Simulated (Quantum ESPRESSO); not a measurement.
# Several settings converged on NiO (R3m, 4 atoms in the cell)

```yaml
crystal:
  lattice:
    - [4.15910, 2.07955, 2.07955]
    - [2.07955, 4.15910, 2.07955]
    - [2.07955, 2.07955, 4.15910]
  atoms:
    - { symbol: Ni, position: [0.00347, 0.00347, 0.00347], spin: 2.0 }
    - { symbol: Ni, position: [0.50000, 0.50000, 0.50000], spin: -2.0 }
    - { symbol: O, position: [0.25000, 0.25000, 0.25000] }
    - { symbol: O, position: [0.75000, 0.75000, 0.75000] }
```
(The spins are starting values, not results.)

Base method: PBEsol, PSlibrary PAW (PBE) pseudopotentials (plane waves; Quantum ESPRESSO 7.5).

Base settings: ecutwfc = 55 Ry; ecutrho = 330 Ry; occupations = smearing; smearing = fd; degauss = 0.000734986 Ry; nspin = 2; input_dft = pbesol; K_POINTS = automatic 4 4 4 0 0 0; conv_thr = 1e-10 Ry; mixing_beta = 0.2.

The count of work is k-points × plane waves × bands × iterations; it is no time. Core times come from one kind of shared machine, to one figure; runs under 30 s give none.

**Shifted k-point meshes**

Only quantities that move along the ladder and can be compared are tabulated.

```csv
K_POINTS,free energy less the last step's (meV/atom),pressure (GPa),largest difference of a force vector from the last step's (eV/Å),count of work / last,core time / last (rough)
automatic 2 2 2 1 1 1,30.13,-8.92,0.130,0.012,0.06
automatic 4 4 4 1 1 1,10.37,-4.81,0.024,0.052,0.08
automatic 6 6 6 1 1 1,-0.44,-5.35,0.002,0.15,0.1
automatic 8 8 8 1 1 1,0.10,-5.26,0.001,0.31,0.3
automatic 12 12 12 1 1 1,0.00,-5.27,0.000,1.0,1
```

Coarsest K_POINTS that holds the forces within 0.005 eV/Å of the last step, with all finer ones: automatic 6 6 6 1 1 1, at 0.15 of the last step's count of work and about 0.1 of the last step's time; the step before is off by 0.024 eV/Å.

Coarsest K_POINTS that holds the pressure within 0.1 GPa of the last step, with all finer ones: automatic 6 6 6 1 1 1, at 0.15 of the last step's count of work and about 0.1 of the last step's time; the step before is off by 0.46 GPa.

Coarsest K_POINTS that holds the free energy within 5 meV/atom of the last step, with all finer ones: automatic 6 6 6 1 1 1, at 0.15 of the last step's count of work and about 0.1 of the last step's time; the step before is off by 10 meV/atom.

**The SCF threshold**

The mesh stays at the base's, so the ladder's end is converged at best in this setting alone.

Only quantities that move along the ladder and can be compared are tabulated; the gap is left out on so coarse a mesh.

```csv
conv_thr,free energy less the last step's (meV/atom),largest difference of a force vector from the last step's (eV/Å),count of work / last,core time / last (rough)
0.0073 Ry,10.22,0.208,0.21,0.3
7.3e-05 Ry,0.10,0.069,0.33,0.3
7.3e-07 Ry,0.00,0.003,0.46,0.5
7.3e-09 Ry,0.00,0.000,0.58,0.8
1e-10 Ry,0.00,0.000,0.71,0.7
7.3e-14 Ry,0.00,0.000,1.0,1
```

Coarsest conv_thr that holds the free energy within 1 meV/atom of the last step, with all finer ones: 7.3e-05 Ry, at 0.33 of the last step's count of work and about 0.3 of the last step's time; the step before is off by 10 meV/atom.

Coarsest conv_thr that holds the forces within 0.02 eV/Å of the last step, with all finer ones: 7.3e-07 Ry; the step before is off by 0.069 eV/Å.

On the base run: the starting cell has typed, rounded lattice constants, without a prior relaxation at this level. Its lattice was rescaled by up to half a per cent. One atom was moved a little off its site on purpose. The magnetic order is the one reached from the typed start; others were not searched systematically. In the base run, with a pressure of about -5 GPa the cell is away from its equilibrium volume at this level.
